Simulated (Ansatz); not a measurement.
Start from BN in the h-BN type structure (space group P6_3/mmc, No. 194; a = 2.5006 Å, c = 6.5259 Å; layered, stacked along the Cartesian z axis).

Now apply this change: hydrostatic tension (pressure −2 GPa).

Method: r2SCAN+rVV10/PAW in Ansatz (a program for electronic structure), without spin-orbit coupling.

Base, band edges from the VBM (valence, conduction): K -0.14, 5.51; H -0.04, 5.24; M -0.44, 4.74; L -0.97, 5.24; A -1.36, 8.22; Γ -1.34, 5.61 eV.

Problem. Give the band edges at the high-symmetry points of the new zone, measured from its valence-band maximum.

Solution. 
```tsv
point	valence edge (eV)	conduction edge (eV)
Γ	-1.36	4.98
M	-0.62	4.88
K	-0.05	5.38
A	-1.36	7.04
L	-0.94	5.27
H	-0.02	5.27
```

The gap is 4.88 eV, indirect, K–Γ (5 % along) → M.

Load acts through the strain it causes; cell and atoms are relaxed under it. Stability against distortions was not tested.
